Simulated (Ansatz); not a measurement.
Ansatz (an electronic-structure program) run on SnSe₂ (P-3m1, 3 atoms in the cell): self-consistent single point.

Method: PBEsol, default PAW files made with PBE (plane waves; Ansatz).

```yaml
crystal:
  lattice:
    - [3.82576, 0.00000, 0.00000]
    - [-1.91288, 3.31321, 0.00000]
    - [0.00000, 0.00000, 6.45864]
  atoms:
    - { symbol: Sn, position: [0.00000, 0.00000, 0.00000] }
    - { symbol: Se, position: [0.66667, 0.33333, 0.75710] }
    - { symbol: Se, position: [0.33333, 0.66667, 0.24290] }
```

Reference input (self-consistent single point, DFT, PBE, plane waves, default PAW files): basis.ecutwfc = 30.9 Ry; kpoints.mp_grid.grid = 7 7 4; hamiltonian.xc = pbe; hamiltonian.pseudopotentials = {kind: paw} (the program's default PAW files); scf.occupations.method = fixed. This run's input differs from it in these lines:

Ansatz 0.2 input:
```diff
@@ -15,3 +15,3 @@
 hamiltonian:
-  xc: pbe
+  xc: pbesol
   pseudopotentials: { kind: paw }
```

Log, with long lists cut:

```
SCF iter   1: F=—  HF=-16799.207904 eV  |F-HF|=—  |Δ(HF+E_count)|=         —  Δρ=2.18e-3  dr2=3.77e-3  ethr=1.77e-3  ⟨swp⟩=5.0  Hψ=2852  notcnv=0  defer=83
all-band conjugate gradients solve this SCF's bands
preconditioner: auto → Resta (q_TF=auto, 2.478 Å⁻¹)
SCF iter   2: F=—  HF=-16799.204964 eV  |F-HF|=—  |Δ(HF+E_count)|=   2.94e-3  Δρ=1.03e-3  dr2=7.97e-4  ethr=8.20e-6  ⟨swp⟩=3.0  Hψ=1711  notcnv=0  defer=84
   [... lines left out ...]
SCF iter   4: F=—  HF=-16799.204994 eV  |F-HF|=—  |Δ(HF+E_count)|=   2.50e-5  Δρ=1.02e-4  dr2=1.00e-5  ethr=1.42e-7  ⟨swp⟩=2.0  Hψ=1120  notcnv=0  defer=45
SCF iter   5: F=—  HF=-16799.205001 eV  |F-HF|=—  |Δ(HF+E_count)|=   6.54e-6  Δρ=2.39e-5  dr2=7.68e-7  ethr=2.18e-8  ⟨swp⟩=2.0  Hψ=1120  notcnv=0  defer=46
SCF iter   6: F=—  HF=-16799.205002 eV  |F-HF|=—  |Δ(HF+E_count)|=   8.44e-7  Δρ=9.52e-6  dr2=1.24e-7  ethr=2.17e-10  ⟨swp⟩=10.6  Hψ=4345  notcnv=0
SCF iter   7: F=-16799.205002 eV  HF=-16799.205002 eV  |F-HF|=2.28e-8  |Δ(HF+E_count)|=   2.12e-7  Δρ=2.71e-6  dr2=8.52e-9  ethr=2.17e-10  ⟨swp⟩=5.1  Hψ=2955  notcnv=0
SCF 1 converged in 7 iterations: F = -16799.205002 eV  dr2 = 8.52e-9
Free energy (F): -16799.205002 eV
Internal energy: -16799.205002 eV  (E = F + TS)
E sigma→0 (E₀):  -16799.205002 eV
Fermi energy:    7.117122 eV
--- Forces (eV/Å), atoms counted from 1 ---
  atom   1  Sn    -0.00000000     0.00000000     0.00000000
  atom   2  Se    -0.00000000    -0.00000000    -0.15191793
  atom   3  Se     0.00000000     0.00000000     0.15191793
--- Stress (GPa, compression-positive) ---
       -0.196373      -0.000000      -0.000000
        0.000000      -0.196373       0.000000
       -0.000000       0.000000       0.392360
  P = ⅓ Tr σ = -0.0001 GPa (-0.001 kbar)
  The stress holds the Pulay correction. Without it, at fixed plane waves, as pw.x and ABINIT print it: P = -0.0366 GPa
```

The run converged in 7 iterations. Against the reference run the pressure goes from 2.73 to 0.00 GPa, the largest force goes from 0.357 to 0.152 eV/Å and the gap on the mesh goes from 0.833 to 0.764 eV.

The starting cell comes from a database of computed structures (which also holds hypothetical and non-ambient phases and stackings), without a prior relaxation at this level. Its lattice was rescaled by a random factor within 2.5 % of one. Ansatz's pressure includes its estimate of the finite-basis (Pulay) stress.
